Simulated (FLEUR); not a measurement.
A self-consistent single point of B6Pb (Pm-3m, 7 atoms in the cell) with FLEUR.

Method: LDA (Perdew-Zunger), all-electron FLAPW (FLEUR), scalar-relativistic valence.

```xyz
7
Lattice="4.1526 0.0000 0.0000 0.0000 4.1526 0.0000 0.0000 0.0000 4.1526" Properties=species:S:1:pos:R:3 pbc="T T T"
B      0.8430     2.0763     2.0763
B      3.3096     2.0763     2.0763
B      2.0763     0.8430     2.0763
B      2.0763     3.3096     2.0763
B      2.0763     2.0763     0.8430
B      2.0763     2.0763     3.3096
Pb     0.0000     0.0000     0.0000
```

Reference input (self-consistent single point, DFT, LDA (Perdew-Zunger), all-electron FLAPW (FLEUR), scalar-relativistic valence): Kmax = 4.1 1/bohr; GmaxXC = 12.3 1/bohr; xcFunctional = pz; jspins = 1; l_soc = F; mode = hist; fermiSmearingEnergy = 0.0001 Htr; mesh (inpgen div1-3) = 4 4 4; inpgen gamma flag = true; Gmax = 12.3 1/bohr; numbands = 0; maxIterBroyd = 25. This run's input differs from it in these lines:

```diff
@@ -20,3 +20,3 @@
 &exco xctyp='pz' /
-&kpt div1=4 div2=4 div3=4 gamma=t /
+&kpt div1=5 div2=5 div3=5 /
 &end /
```

Log, with long lists cut:

```
 Iteration:     1   Distance:      19.22990545 me/bohr^3
 Iteration:     2   Distance:      17.50215954 me/bohr^3
 Iteration:     3   Distance:       6.35307708 me/bohr^3
 Iteration:     4   Distance:       5.64593305 me/bohr^3
 Iteration:     5   Distance:       2.17142507 me/bohr^3
   [... 6 lines left out ...]
 Iteration:    12   Distance:       0.00142066 me/bohr^3
 Iteration:    13   Distance:       0.00019895 me/bohr^3
 Iteration:    14   Distance:       0.00018951 me/bohr^3
 Iteration:    15   Distance:       0.00000936 me/bohr^3
 Reset of history
 Run finished successfully
 Stop message:
   Structural relaxation: new displacements generated

[file out, last iteration]
             iter=     16
[...]
          total density-effective poten   -3.7498879636E+04
          total charge density-energy d   -4.0207336870E+02
 Updated energy parameters for spin:           1
[...]
 fermi energy and band-weighting factors:
    0.634377

[...]
FERMIE:
          first approx. to ef    (T=0)  :   0.294531 htr   (energy of the highest occ. eigenvalue)
          number of occ. states  (T=0)  :        160
          first approx. to seigv (T=0)  :  -1.347919 htr
          sum of weights of occ. states :  16.000000
          sum of semicore charge        :   0.000000 e
FERHIS:  Fermi-Energy by histogram:
          bandgap                     :   0.037967 htr
   [... lines left out ...]
          charge neutrality (T=0)     :   0.000000    (zero if the highest occ. eigenvalue is "entirely" occupied)
 Direct bandgap for spin            1 :    5.2401852787500536E-002  Htr
 ---->    free energy=                    -21065.1212599070 htr
   [... lines left out ...]
      extrapolation for T->0
 ---->    total electron energy=          -21065.1212599070 htr
 ***** TOTAL FORCES ON ATOMS *****
 TOTAL FORCE FOR ATOM TYPE=  1  X=  1.593   Y=  3.924   Z=  3.924
                       FX_TOT=-0.000568 FY_TOT= 0.000000 FZ_TOT= 0.000000
 TOTAL FORCE FOR ATOM TYPE=  2  X=  0.000   Y=  0.000   Z=  0.000
                       FX_TOT= 0.000000 FY_TOT= 0.000000 FZ_TOT= 0.000000
```

The run converged in 15 iterations. FLEUR gives forces in its relaxation mode, with a further iteration, so its stop message speaks of a relaxation. Against the reference run the free energy drops by 5.3 meV/atom and the gap on the mesh goes from 0.906 to 1.033 eV.

The starting cell comes from a database of computed structures (which also holds hypothetical and non-ambient phases and stackings), without a prior relaxation at this level. Its lattice was rescaled by a random factor within 2.5 % of one. Spin-orbit coupling is off. Values depend on the basis (sphere radii, cutoffs, local orbitals), which need not be converged. Another mesh or the band path of this cell gives a smaller gap, so this value is not converged in the mesh.

Cost on one core of a shared machine: roughly 50 s.
